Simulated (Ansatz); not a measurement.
The reference is Be₅Pt (space group F-43m, No. 216; a = 5.940 Å; a cell from a computed database, its experimental status unchecked). Axes: x, y, z lie along the cube axes.

The values are results of PBEsol (Ansatz, a quantum-chemistry and plane-wave program, PAW, no SOC), not measurements.

Base values:

The smallest direct gap comes out as 0.76 eV, the band gap is 0.16 eV and the pressure comes out as 0.01 GPa.

Now apply this change: biaxial strain −0.37 %, plane normal [111], relaxed out of plane (Cartesian); in-plane vectors clamped, the third vector and the atoms free.

Task: Predict the new smallest direct gap, energy relative to the base, band gap and pressure.

Result: The smallest direct gap stays essentially unchanged (0.76 eV against 0.77 eV); the energy rises by 0.3 meV/atom; the band gap shrinks by 0.01 eV to 0.15 eV; the pressure (mean of the normal stresses, compression positive) grows by 1.09 GPa (0.01 GPa → 1.10 GPa).

Spin-orbit coupling, missing from the scalar runs, can matter with Pt. Whether these cells are dynamically stable was not tested.
